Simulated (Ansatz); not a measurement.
System: interstitial Al in monoclinic HfO2 (charge state +3). These are PBE, PAW (plane waves to 420 eV; Ansatz, a program for electronic structure) values and carry that method's errors.

Settings: 96 host sites, the relaxed PBE lattice, the Γ point alone, smearing 0.01 eV, spin-restricted, no image-charge correction. No zero-point or tunnelling terms. Spin-orbit coupling is left out. The charge state is imposed; whether it is stable for some Fermi level was not computed. Sites that were not tried may lie lower.

Barriers: single points on a 2×2×2 k-point mesh shifted by half a step at the bands' geometries.

Relaxed starting cell (atoms counted from 1):

```
AlHf32O64
1.0
   10.32305     0.00000     0.00000
    0.00000    10.42402     0.00000
   -1.79660     0.00000    10.55307
Hf O Al
32 64 1
Direct
  0.13317   0.22407   0.35583
  0.13758   0.22858   0.85553
  0.13169   0.73301   0.35729
  0.13834   0.73187   0.85538
  0.63728   0.23082   0.35294
  0.63773   0.22901   0.85426
  0.64603   0.73678   0.35524
  0.63983   0.73203   0.84894
  0.35372   0.26391   0.14718
  0.35914   0.26623   0.65552
  0.36057   0.77893   0.14291
  0.36313   0.77238   0.64674
  0.86431   0.27068   0.14664
  0.86161   0.26964   0.64538
  0.86654   0.77352   0.14533
  0.86103   0.77363   0.64667
  0.33816   0.47043   0.42162
  0.36281   0.48479   0.89746
  0.36390   0.97798   0.39824
  0.36382   0.97882   0.89525
  0.86188   0.47959   0.39467
  0.86713   0.47946   0.88933
  0.86014   0.98221   0.39784
  0.86150   0.97997   0.89593
  0.13671   0.02047   0.10351
  0.13690   0.02026   0.60548
  0.13823   0.51737   0.10312
  0.13009   0.52167   0.61245
  0.63834   0.02393   0.10358
  0.63671   0.02447   0.60481
  0.66161   0.52282   0.09001
  0.63922   0.51919   0.60136
  0.03278   0.08050   0.42416
  0.03351   0.08561   0.92552
  0.03612   0.58195   0.42492
  0.03954   0.58142   0.92232
  0.52979   0.09416   0.42525
  0.53417   0.08608   0.92562
  0.53360   0.57740   0.40728
  0.53999   0.58616   0.92309
  0.46541   0.43261   0.09337
  0.46300   0.41082   0.57807
  0.46925   0.91302   0.07497
  0.46747   0.91504   0.57493
  0.96497   0.41695   0.07673
  0.95947   0.41985   0.57977
  0.96732   0.91587   0.07768
  0.96437   0.91636   0.57743
  0.46385   0.35799   0.31822
  0.46602   0.33611   0.83445
  0.47016   0.83629   0.32402
  0.46768   0.83582   0.82378
  0.96154   0.33106   0.32962
  0.96644   0.33318   0.82644
  0.96549   0.83319   0.33039
  0.96451   0.83492   0.82843
  0.03244   0.16300   0.17537
  0.03547   0.16648   0.67400
  0.04741   0.66760   0.17691
  0.03286   0.66870   0.67538
  0.52991   0.16929   0.17378
  0.53159   0.16427   0.67829
  0.53831   0.65790   0.17474
  0.53330   0.66372   0.66749
  0.21199   0.36324   0.50155
  0.23055   0.37089   0.99497
  0.22538   0.87016   0.49015
  0.22535   0.87438   0.99008
  0.72204   0.37227   0.48548
  0.72744   0.37436   0.98502
  0.72299   0.87523   0.48902
  0.72496   0.87224   0.98951
  0.27498   0.12749   0.01152
  0.27504   0.12720   0.51279
  0.27712   0.63315   0.01113
  0.27265   0.62652   0.51232
  0.77506   0.13093   0.01215
  0.77421   0.12986   0.50988
  0.78737   0.63392   0.00533
  0.77198   0.63193   0.50757
  0.27544   0.11998   0.26112
  0.27552   0.12165   0.76380
  0.30596   0.59761   0.25413
  0.27629   0.62288   0.76270
  0.77131   0.12373   0.26182
  0.77507   0.12209   0.76088
  0.78119   0.62373   0.25583
  0.77535   0.62054   0.75661
  0.21611   0.37244   0.24747
  0.22398   0.38144   0.74630
  0.22673   0.87349   0.24030
  0.22519   0.87942   0.74012
  0.72235   0.38364   0.23511
  0.72368   0.37906   0.73535
  0.72727   0.87891   0.23852
  0.72359   0.88013   0.73801
  0.46948   0.52087   0.24208
```
Cell charge +3.

End state 1 differs by these moves (Å; atoms that move under 0.08 Å are left out):

| atom | element | Δx | Δy | Δz |
|---|---|---|---|---|
| 5 | Hf | 0.01 | -0.09 | 0.06 |
| 11 | Hf | 0.01 | -0.09 | 0.06 |
| 17 | Hf | 0.02 | 0.08 | -0.11 |
| 31 | Hf | 0.02 | 0.08 | -0.11 |
| 39 | O | 0.01 | -0.09 | 0.01 |
| 41 | O | 0.01 | -0.09 | 0.01 |
| 49 | O | -0.04 | -0.15 | 0.09 |
| 53 | O | -0.09 | 0.03 | -0.05 |
| 59 | O | -0.09 | 0.03 | -0.05 |
| 63 | O | -0.04 | -0.15 | 0.09 |
| 83 | O | -0.32 | 0.21 | 0.13 |
| 93 | O | -0.32 | 0.21 | 0.13 |
| 97 | Al | 0.60 | -0.42 | 0.18 |

What is the computed forward and backward barriers to end state 1 (PBE, PAW)?

forward 0.23 eV, backward 0.23 eV; at the saddle point atom 97 has neighbours 2 O at 1.81, 2 O at 1.83 Å. The saddle point's order was not checked, and it lies on a symmetry element of the cell, where a band can be held.
